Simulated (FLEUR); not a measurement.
FLEUR run on Sn (Fd-3m, 2 atoms in the cell): self-consistent single point.

Method: PBE, all-electron FLAPW (FLEUR), scalar-relativistic valence with spin-orbit coupling in second variation (FLEUR).

```yaml
crystal:
  lattice:
    - [0.00000, 3.24450, 3.24450]
    - [3.24450, 0.00000, 3.24450]
    - [3.24450, 3.24450, 0.00000]
  atoms:
    - { symbol: Sn, position: [0.00000, 0.00000, 0.00000] }
    - { symbol: Sn, position: [0.25000, 0.25000, 0.25000] }
```

Reference input (self-consistent single point, DFT, PBE, all-electron FLAPW (FLEUR), scalar-relativistic valence): Kmax = 4.1 1/bohr; GmaxXC = 16.4 1/bohr; xcFunctional = pbe; jspins = 1; l_soc = F; mode = hist; fermiSmearingEnergy = 0.00183747 Htr; mesh (inpgen div1-3) = 9 9 9; inpgen gamma flag = false; Gmax = 16.4 1/bohr; numbands = 0; maxIterBroyd = 15. This run's input differs from it in these lines:

```diff
@@ -15,2 +15,3 @@
 &kpt div1=9 div2=9 div3=9 /
+&soc 0.0 0.0 /
 &end /
@@ -28,5 +29,5 @@
       <magnetism jspins="1"/>
-      <soc l_soc="F" theta="0.0" phi="0.0" spav="F"/>
+      <soc l_soc="T" theta="0.0" phi="0.0" spav="F"/>
       <expertModes spex="0" secvar="F"/>
-      <geometryOptimization l_f="T" forcealpha="1.0" forcemix="BFGS" epsdisp="0.00001" epsforce="0.00001"/>
+      <geometryOptimization l_f="F" forcealpha="1.0" forcemix="BFGS" epsdisp="0.00001" epsforce="0.00001"/>
       <ldaU l_linMix="F" mixParam="0.05" spinf="1.0"/>
```

Log, with long lists cut:

```
 Iteration:     1   Distance:       3.98194343 me/bohr^3
 Iteration:     2   Distance:       3.75687049 me/bohr^3
 Iteration:     3   Distance:       1.17819796 me/bohr^3
 Iteration:     4   Distance:       0.17843380 me/bohr^3
 Iteration:     5   Distance:       0.16146409 me/bohr^3
   [... 71 lines left out ...]
 Iteration:    77   Distance:       0.00018858 me/bohr^3
 Iteration:    78   Distance:       0.00065533 me/bohr^3
 Iteration:    79   Distance:       0.00011475 me/bohr^3
 Iteration:    80   Distance:       0.00007438 me/bohr^3
 Run finished successfully
 Stop message:
   all done

[file out, last iteration]
             iter=     80
[...]
          total density-effective poten   -2.0477421887E+04
          total charge density-energy d   -3.3077450864E+02
 Updated energy parameters for spin:           1
[...]
 fermi energy and band-weighting factors:
   [... 8 lines left out ...]

[...]
FERMIE:
   [... lines left out ...]
          first approx. to ef    (T=0)  :   0.211439 htr   (energy of the highest occ. eigenvalue)
FERHIS:  Fermi-Energy by histogram:
          bandgap                     :   0.000000 htr
          charge neutrality (T=0)     :   0.016461    (zero if the highest occ. eigenvalue is "entirely" occupied)
     EF_NEWTON:  Adjust Fermi-Energy by Newton-Method.
 Direct bandgap for spin            1 :    1.6139699822234344E-002  Htr
   [... lines left out ...]
          density-effective potential i   -20477.4218867532
          charge density-ex.-corr.energ     -330.7745086362
 ---->    total energy=                   -12358.2764212322 htr
 ---->    (input%tkb*entropy) TS=              0.0000700701 htr
 ---->    free energy=                    -12358.2764913023 htr
      extrapolation for T->0
 ---->    total electron energy=          -12358.2764562673 htr
 ***** TOTAL FORCES ON ATOMS *****
 TOTAL FORCE FOR ATOM TYPE=  1  X= -1.533   Y= -1.533   Z= -1.533
                       FX_TOT= 0.000000 FY_TOT= 0.000000 FZ_TOT= 0.000000
No new postions, force convergence required= 0.00001; max force distance= 0.00000
---->    distance of charge densities for spin  1                 it=   80:     0.000074 me/bohr**3
GENERALIZED ANDERSON MIXING: alpha=   0.05000 History-length=9
     ******* it= 80  is completed********
```

The run ended unconverged after 80 iterations. 

The starting cell has typed, rounded lattice constants, without a prior relaxation at this level. Values depend on the basis (sphere radii, cutoffs, local orbitals), which need not be converged.

Cost on one core of a shared machine: roughly 20 min.
